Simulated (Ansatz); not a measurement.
BBi (model structure, from the WC type, P-6m2, No. 187): properties by level of theory

```tsv
level (code)	lattice constant a (Å)	c axis length (Å)
LDA (Ansatz)	3.549	3.312
PBE (Ansatz)	?	3.369
PBEsol (Ansatz)	3.575	3.338
PBE-D3(BJ) (Ansatz)	3.575	3.342
r²SCAN (Ansatz)	?	3.344
r²SCAN+rVV10 (Ansatz)	3.609	3.342
```

### Question
What belongs in the gaps?

### Answer

- PBE (Ansatz, a quantum-chemistry and plane-wave program), lattice constant a (Å): 3.636
- r²SCAN (Ansatz), lattice constant a (Å): 3.632

Ansatz's density-functional and Hartree–Fock values are scalar-relativistic unless marked +SOC, with PAW data made under PBE.

Computed values are for the static lattice.

A model structure was made by putting elements into a prototype or built by hand; it is no filed structure, need not be a known phase, and can be a saddle point held by its symmetry.
